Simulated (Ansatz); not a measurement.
# A constructed model of the (111) surface of fcc Ir, a pseudomorphic layer of Ge in the other hollow (bottom of the slab: a bare face, its two planes held)

Calculation: PBE (plane waves to 420 eV, PAW; Ansatz, a quantum-chemistry and plane-wave program).

Model: 7-atom slab, 13.4 Å thick at the start with caps and adatoms (thin: gaps and levels are the slab's own), 16x16x1 mesh, Fermi-Dirac 0.1 eV, dipole correction, 2 atoms held, the rest relaxed; symmetry of the start imposed; no spin, no spin-orbit, no U. In PBE it is, or lies within 0.01 eV a 1x1 cell of, the lowest of the 2 structures of its composition computed so far; subsurface sites and larger cells were not tried.

```
Item                                                    Result
-----------------------------  -------------------------------
work function of the top face                          4.41 eV
energy released by relaxation                         0.017 eV
cost                           around 120 core-seconds (rough)
```
